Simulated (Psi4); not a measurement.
Psi4 1.11, unrestricted WB97X/def2-svp: octafluoropropane triplet (FC(F)(F)C(F)(F)C(F)(F)F), charge 0, multiplicity 3, 11 atoms. The geometry is a generated start, not checked to be a minimum at this level.

```
Item                                  Value
--------------------------  ---------------
task                                 energy
method                                wb97x
basis                              def2-svp
memory                                 3 GB
maxiter                                 100
keys of the molecule block      symmetry c1
scf_type                       df (default)
e_convergence               1e-06 (default)
d_convergence               1e-06 (default)
dft_radial_points              75 (default)
dft_spherical_points          302 (default)
basis functions                         154
grid points                          233154
```

```xyz
11

F      1.1072     1.1904    -1.1774
C      1.2706     0.3102    -0.1966
F      1.4770     0.9791     0.9322
F      2.3545    -0.4059    -0.4591
C      0.0232    -0.6177    -0.0713
F      0.2443    -1.5180     0.9010
F     -0.1381    -1.2915    -1.2217
C     -1.2886     0.1636     0.2508
F     -1.5496     1.0589    -0.6952
F     -2.3155    -0.6707     0.3265
F     -1.1850     0.8016     1.4107
```

Charge 0 and multiplicity 3 are set for this test and not shown to be the ground state.

With the defaults (guess = auto, which took SAD, damping_percentage = 0, diis = true, scf_initial_accelerator = adiis, diis_max_vecs = 10, soscf = false, soscf_start_convergence = 0.01, diis_start = 1) it converges in 11 SCF iterations. One run each on 2 threads, with these changes:
- damping_percentage = 60
- damping_percentage = 60, diis = false, scf_initial_accelerator = none
- guess = core
- diis_max_vecs = 6
- guess = sapgau
- diis_start = 4
- guess = sap
- soscf = true, soscf_start_convergence = 0.001
- guess = huckel
- guess = modhuckel

Which runs fail or end elsewhere than the default run?

No convergence: damping_percentage = 60; damping_percentage = 60, diis = false, scf_initial_accelerator = none (the run ends without SCF convergence in 100 iterations). Another solution: guess = core (320 meV higher); guess = huckel (320 meV higher); guess = modhuckel (320 meV higher); guess = sap (320 meV higher). The rest reach the solution of the defaults.

| setting | SCF iterations | JK calls | end |
|---|---|---|---|
| soscf = true, soscf_start_convergence = 0.001 | 8 | 29 | same solution |
| the defaults | 11 | 12 | same solution |
| diis_max_vecs = 6 | 11 | 12 | same solution |
| guess = sapgau | 11 | 11 | same solution |
| diis_start = 4 | 13 | 14 | same solution |
| guess = sap | 18 | 18 | other solution, 320 meV higher |
| guess = huckel | 19 | 31 | other solution, 320 meV higher |
| guess = modhuckel | 19 | 31 | other solution, 320 meV higher |
| guess = core | 42 | 42 | other solution, 320 meV higher |
| damping_percentage = 60 | 100 | 101 | no convergence |
| damping_percentage = 60, diis = false, scf_initial_accelerator = none | 100 | 101 | no convergence |

An SOSCF iteration holds several JK calls; a Hückel guess adds calls on atoms.
